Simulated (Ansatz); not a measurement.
Ti on the 1x1 (110) surface of rutile TiO2 (cut with top plane O), one in a 2x1 cell, started at the site 'over O at depth 1.2 Å'

Host crystal: rutile TiO2, with a band gap (PBE, scalar-relativistic without spin-orbit coupling).

Level of theory: PBE (plane waves to 420 eV, PAW; Ansatz, a quantum-chemistry and plane-wave program).

Slab: 49 atoms, 12.7 Å thick at the start under the adsorbate; k 4x3x1, smearing 0.01 eV, dipole-corrected; 24 atoms held, the rest relaxed; held to the start's symmetry, so lower structures may exist; spin-polarised, ending with about 1.9 μB a cell, a value that depends on the mesh; orders that need a larger cell were not tried, no spin-orbit, no U, no dispersion correction. The slab shows no gap over 0.04 eV on its mesh. At the end it is bonded to 3 O + 5 Ti. In PBE it is, or lies within 0.03 eV of, the lowest of the starts that converged.

- adsorption energy against an atom of hcp Ti: 9.0 kcal/mol
- change of the step from the bottom to the top vacuum level, against the clean slab: -2.43 eV
- energy released by relaxation: 3.64 eV
- height of the binding atom over the mean of the host atoms within 0.3 Å of the top one: 45.2 pm
- nearest host atoms of the binding atom: O at 1.82 Å, O at 1.82 Å, O at 1.86 Å
- largest move of a host atom: 0.48 Å
- note: in the relaxation the adsorbate left its starting site by 1.1 Å

A negative adsorption energy means that the adsorbate is more stable on the surface than in its reference.
